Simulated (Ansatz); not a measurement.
Rutile MgH₂, treated with r²SCAN in Ansatz (PAW).

Settings: plane-wave cutoff 560 eV, 8×8×12 k mesh (along the axes of the cell as run), Fermi–Dirac smearing 0.01 eV, scalar-relativistic PAW data made under PBE.

The cell is scaled about its equilibrium volume:

Shape and atoms are relaxed at each volume.

| V (Å³/atom) | P (GPa) | direct gap at Γ (eV) | smallest gap on the k mesh (eV) | c (Å) |
|---|---|---|---|---|
| 9.642 | 2.26 | 5.591 | 4.441 | 2.972 |
| 9.843 | 1.08 | 5.615 | 4.430 | 2.984 |
| 10.044 | -0.01 | 5.640 | 4.419 | 2.997 |
| 10.245 | -0.99 | 5.666 | 4.407 | 3.008 |
| 10.445 | -1.89 | 5.693 | 4.392 | 3.020 |

The fundamental gap (4.38 eV at the equilibrium volume, with added k points) lies elsewhere than Γ–Γ.

Note: the bulk modulus comes from volumes at which shape and atoms were relaxed.

Ansatz is an electronic-structure program.
